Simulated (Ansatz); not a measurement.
Reference: AlAs (F-43m), PBEsol with spin-orbit coupling, rigid bands (plane waves, PAW; Ansatz, a quantum-chemistry and plane-wave program); axes and stresses refer to this cell.

```xyz
2
Lattice="0.0000 2.8373 2.8373 2.8373 0.0000 2.8373 2.8373 2.8373 0.0000" Properties=species:S:1:pos:R:3 pbc="T T T"
Al     0.0000     0.0000     0.0000
As     4.2560     4.2560     4.2560
```

- band gap: 1.25 eV
- Seebeck coefficient, p-type 1e19 cm⁻³: 303 μV/K
- Seebeck coefficient, n-type 1e19 cm⁻³: -263 μV/K

Problem. Change: uniaxial stress along [110] of -2 GPa (compression positive). What happens to band gap, Seebeck coefficient, p-type 1e19 cm⁻³, Seebeck coefficient, n-type 1e19 cm⁻³?

Solution. band gap falls to 1.12 eV; Seebeck coefficient, p-type 1e19 cm⁻³ drops to 263 μV/K; Seebeck coefficient, n-type 1e19 cm⁻³ drops in size to -205 μV/K.

Problem. Change: uniaxial stress along [110] of 1 GPa (compression positive). What happens to band gap, Seebeck coefficient, p-type 1e19 cm⁻³, Seebeck coefficient, n-type 1e19 cm⁻³?

Solution. band gap decreases to 1.19 eV; Seebeck coefficient, p-type 1e19 cm⁻³ decreases to 284 μV/K; Seebeck coefficient, n-type 1e19 cm⁻³ shrinks in size to -254 μV/K.

Seebeck coefficients are for the stated density at 300 K, with one relaxation time for all states and whether or not that doping can be reached. Stresses and pressures are the targets of the relaxation.  The structure type is held under load, also where the real crystal would transform.
